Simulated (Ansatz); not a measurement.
**The (11-20) surface of rhombohedral Sb in its 1x1 cell, outermost plane spacing 2.16 Å in the ideal cut**

Method: PBE with D3(BJ) dispersion (plane waves to 420 eV, PAW; Ansatz, an electronic-structure program).

Set-up: 12 atoms, 10.8 Å thick at the start; mesh 9x6x1; 0.1 eV smearing; dipole correction on; all atoms relaxed; symmetry of the start imposed; no spin, no spin-orbit, no U.

```json
{
  "surface energy (mean of both faces)": "0.66 J/m²",
  "surface_energy_before_relaxation": "0.84 J/m²",
  "work_function_of_the_top_face": "4.25 eV",
  "energy_released_by_relaxation": "0.61 eV",
  "cost": "around 10 core-minutes (rough)"
}
```
